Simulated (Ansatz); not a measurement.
**Carrier properties of CdTe (I-4m2)**

```yaml
crystal:
  lattice:
    - [0.00000, 3.21904, 3.30914]
    - [3.21904, 0.00000, 3.30914]
    - [3.21904, 3.21904, 0.00000]
  atoms:
    - { symbol: Cd, position: [0.00000, 0.00000, 0.00000] }
    - { symbol: Te, position: [0.25000, 0.25000, 0.25000] }
```

These are r2SCAN with spin-orbit coupling, rigid bands (plane waves, PAW; Ansatz, a first-principles code) values and carry that method's errors. Condition of this run: uniaxial stress along [001] of -0.5 GPa (compression positive) (the target of the relaxation). Geometry: cell and atoms relaxed with PBEsol, then loaded as said.

```json
{
 "band_gap": "0.96 eV",
 "electron conductivity mass (300 K, dilute)": "0.098 mₑ",
 "hole conductivity mass (300 K, dilute)": "0.48 (x), 0.48 (y), 0.59 (z) mₑ",
 "effective density of states N_c (300 K)": "7.2e17 cm⁻³",
 "effective density of states N_v (300 K)": "8.0e18 cm⁻³",
 "density_of_states_mass_electrons": "0.094 mₑ",
 "density_of_states_mass_holes": "0.47 mₑ",
 "Seebeck coefficient, n-type 1e19 cm⁻³, 300 K": "-64 μV/K",
 "Seebeck coefficient, p-type 1e19 cm⁻³, 300 K": "250 μV/K",
 "best p-type power factor at 300 K for τ = 10 fs (best axis; densities from 1e16 to 1e21 cm⁻³ tried, whether or not they can be reached)": "5.6 μW/(cm·K²) at 1e20 cm⁻³"
}
```

Rigid bands; masses and Seebeck coefficients take one relaxation time τ for all states and one kind of carrier; polarons and phonon drag are left out. Geometry: cell and atoms relaxed with PBEsol.
